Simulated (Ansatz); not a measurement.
We consider WC (Fm-3m, No. 225, 2 atoms in the cell; start mp-13136; a measured phase of this formula has another space group), described by LDA (Ansatz, a first-principles code, plane waves, PAW).

Settings: plane-wave cutoff 520 eV, 22×22×22 k mesh, Fermi–Dirac smearing 0.05 eV, no spin polarisation, scalar-relativistic PAW data made under PBE.

Cell (relaxed at this level):

```cif
data_C4W4
_chemical_formula_sum 'W4 C4'
_space_group_name_H-M_alt 'Fm-3m'
_space_group_IT_number 225
_space_group_name_Hall '-F 4 2 3'
_cell_length_a 4.32306
_cell_length_b 4.32306
_cell_length_c 4.32306
_cell_angle_alpha 90.000
_cell_angle_beta 90.000
_cell_angle_gamma 90.000
loop_
_atom_site_label
_atom_site_type_symbol
_atom_site_symmetry_multiplicity
_atom_site_Wyckoff_symbol
_atom_site_fract_x
_atom_site_fract_y
_atom_site_fract_z
_atom_site_occupancy
W1 W 4 a 0.00000 0.00000 0.00000 1
C1 C 4 b 0.50000 0.50000 0.50000 1
```
(The calculation used a cell of 2 atoms; values per cell refer to that cell.)

Question: Predict the bulk modulus B0.

Answer: 
bulk modulus B0: 406 GPa

Note: the run has no spin polarisation, so it can have missed a magnetic state; the bulk modulus is −V dP/dV from two relaxed cells at ±2 % in volume; the relaxation could not lower the start's symmetry, so the cell can be a saddle point above a distorted one.

Spin–orbit coupling is not included; it can open a gap where bands touch, and shift volumes and moduli.

Computed values are for the static lattice.

A start named mp-… is a Materials Project structure, which need not be a measured phase.
